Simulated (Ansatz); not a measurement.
The parent structure is Cu2O (space group Pn-3m, No. 224; a = 4.246 Å).

One thing is altered: a hydrostatic pressure of 9 GPa.

Levels (all Ansatz, a quantum-chemistry and plane-wave program, PAW): r2SCAN (500 eV, no spin-orbit coupling); HSE06 (420 eV, spin-orbit coupling left out).

The geometry is relaxed with r2SCAN.

- r2SCAN band gap = 0.95 eV

Problem. What does HSE06 give at this geometry for the band gap?

Solution. The band gap rises by 1.25 eV, from 0.95 eV to 2.20 eV.

Single points use the geometry relaxed with r2SCAN. Their cutoffs differ, which shifts pressures a little. Load acts through the strain it causes; cell and atoms are relaxed under it. No phonon test of stability was made. No other phases were tried under pressure. No Hubbard U is applied. The final runs are not spin-polarised.
